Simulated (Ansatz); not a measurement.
How far to go with the plane-wave cutoff: Bi₂Te₂Se (R3m, 5 atoms in the cell)

```yaml
crystal:
  lattice:
    - [2.16745, 1.25138, 10.61733]
    - [-2.16745, 1.25138, 10.61733]
    - [0.00000, -2.50276, 10.61733]
  atoms:
    - { symbol: Bi, position: [0.60985, 0.60985, 0.60985] }
    - { symbol: Bi, position: [0.39172, 0.39172, 0.39172] }
    - { symbol: Te, position: [0.21960, 0.21960, 0.21960] }
    - { symbol: Te, position: [0.78040, 0.78040, 0.78040] }
    - { symbol: Se, position: [0.00000, 0.00000, 0.00000] }
```

Level of theory: LDA (PW92), default PAW files made with PBE (plane waves; Ansatz, a program for electronic structure).

Base settings: basis.ecutwfc = 420 eV; kpoints.mp_grid.grid = 3 3 3; hamiltonian.xc = lda; hamiltonian.pseudopotentials = {kind: paw} (the program's default PAW files); scf.occupations.method = fixed.

The second cell is the first with its lattice scaled by 0.98.

The mesh stays at the base's, so the ladder's end is converged at best in this setting alone.

The first pressure column holds Ansatz's estimate of the finite-basis (Pulay) stress, which hides part of the cutoff error; the other is without it.

Only quantities that move along the ladder and can be compared are tabulated.

The count of work is k-points × plane waves × bands × iterations; it is no time. 

The starting cell comes from a database of computed structures (which also holds hypothetical and non-ambient phases and stackings), without a prior relaxation at this level. Its lattice was rescaled by up to half a per cent. One atom was moved a little off its site on purpose. In the base run, with a pressure of about -3 GPa the cell is away from its equilibrium volume at this level.

```csv
basis.ecutwfc,free energy less the last step's (meV/atom),energy of the compressed cell less the first (meV/atom),pressure (GPa),pressure without the Pulay estimate (GPa),largest difference of a force vector from the last step's (eV/Å),count of work / last
145 eV,61831.39,-822.33,4.94,-1055.00,1.465,0.069
170 eV,23418.84,-32.52,-10.09,-488.41,1.026,0.079
190 eV,10531.13,-96.73,-6.11,-253.47,0.414,0.089
210 eV,4634.26,98.94,-1.66,-128.96,0.138,0.10
230 eV,1983.09,-57.40,-2.98,-64.98,0.134,0.11
250 eV,796.96,-48.29,-2.95,-31.94,0.065,0.12
295 eV,79.53,-21.89,-3.12,-7.17,0.011,0.16
335 eV,7.59,-21.84,-3.12,-3.55,0.002,0.19
380 eV,2.15,-22.06,-3.12,-3.14,0.001,0.23
420 eV,1.39,-22.08,-3.12,-3.15,0.000,0.27
460 eV,0.67,-22.10,-3.12,-3.14,0.000,0.31
505 eV,0.39,-22.11,-3.12,-3.13,0.000,0.35
565 eV,0.28,-22.11,-3.12,-3.13,0.000,0.42
630 eV,0.17,-22.11,-3.12,-3.13,0.000,0.49
735 eV,0.10,-22.11,-3.12,-3.12,0.000,0.62
840 eV,0.04,-22.12,-3.12,-3.12,0.000,0.76
1010 eV,0.00,-22.12,-3.12,-3.12,0.000,1.0
```

Coarsest basis.ecutwfc that holds the energy of the compressed cell less the first within 2 meV/atom of the last step, with all finer ones: 295 eV, at 0.16 of the last step's count of work; the step before is off by 26 meV/atom.

Coarsest basis.ecutwfc that holds the pressure within 1 GPa of the last step, with all finer ones: 230 eV, at 0.11 of the last step's count of work; the step before is off by 1.5 GPa.

Coarsest basis.ecutwfc that holds the forces within 0.01 eV/Å of the last step, with all finer ones: 335 eV, at 0.19 of the last step's count of work; the step before is off by 0.011 eV/Å.

The energy difference between the two cells stays within 1 meV/atom of the last step's from 295 eV on, the total only from 460 eV on: much of the error is common to both cells and cancels.

At the lowest cutoff the pressure without the Pulay estimate lies 1050 GPa under the last step's, the usual sign of Pulay stress in an incomplete plane-wave basis.

Keys are those of Ansatz 0.2.
